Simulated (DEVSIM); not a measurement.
Structure: abrupt Si n-p junction, at 300 K.

Layer 1 from the left is Si, thickness (μm) 2.90, Nd (cm⁻³) 4.3e18, τn (s) 0.00028, τp (s) 0.00028. Layer 2 from the left is Si, thickness (μm) 9.10, Na (cm⁻³) 1.5e17, τn (s) 0.00028, τp (s) 0.00028.

Left contact: ohmic. Right contact: ohmic. Voltage is applied to the left contact. Recombination: SRH at mid-gap. Mobility is μmin + (μ − μmin)/(1 + (N/Nref)^α).

The device is made up for the run: typed textbook-type constants, with dimensions and the other settings drawn at random. Values at 300 K.

Si: gap (eV) 1.124, affinity (eV) 4.05, permittivity 11.7, Nc (cm⁻³) 2.86e19, Nv (cm⁻³) 3.1e19, μn (cm²/Vs) 1417, μp (cm²/Vs) 470, μn,min 52, μp,min 45, Nref,n 9.7e16, Nref,p 2.2e17, αn 0.68, αp 0.72.

Q: Estimate by hand the built-in potential, the peak field at zero bias, and compare with a numerical solution.

A: 
- Built-in potential: ni = √(Nc Nv) exp(−Eg/2kT) = 1.08e10 cm⁻³ with Eg = 1.124 eV; Vbi = kT/q ln(Na Nd/ni²) = 0.937 V; numerical 0.937 V.
- Peak field at zero bias: depletion approximation: W = √(2εVbi/(qN)) = 0.0914 μm with N = 1.45e17 cm⁻³; field = 2Vbi/W = 205000 V/cm; numerical 210000 V/cm (estimate below by 2.2 %).

Model (solved in DEVSIM): 1D drift-diffusion, Boltzmann statistics, complete ionisation; no tunnelling, impact ionisation, image-force lowering or self-heating.
